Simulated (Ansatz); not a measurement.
```
CELL_PARAMETERS angstrom
      0.00000     2.44271     2.44271
      2.44271     0.00000     2.44271
      2.44271     2.44271     0.00000
ATOMIC_POSITIONS crystal
  Pb 0.00000 0.00000 0.00000
```

A single point on Pb with a change (isotropic strain −2.95 %), its geometry relaxed with PBE.

Calculations: PBE (Ansatz, an electronic-structure program, PAW, spin-orbit coupling included). k-mesh 16×16×16 (Γ-centred); smearing 0.05 eV (Fermi–Dirac).

Question: What is the computed pressure?

Answer: 4.4 GPa.

Question: What band gap does the calculation give?

Answer: Zero.

Single points use the geometry relaxed with PBE. Whether these cells are dynamically stable was not tested. The cell was made from Pb in the fcc (Cu type) structure (space group Fm-3m, No. 225) by this change: isotropic strain −2.95 %.
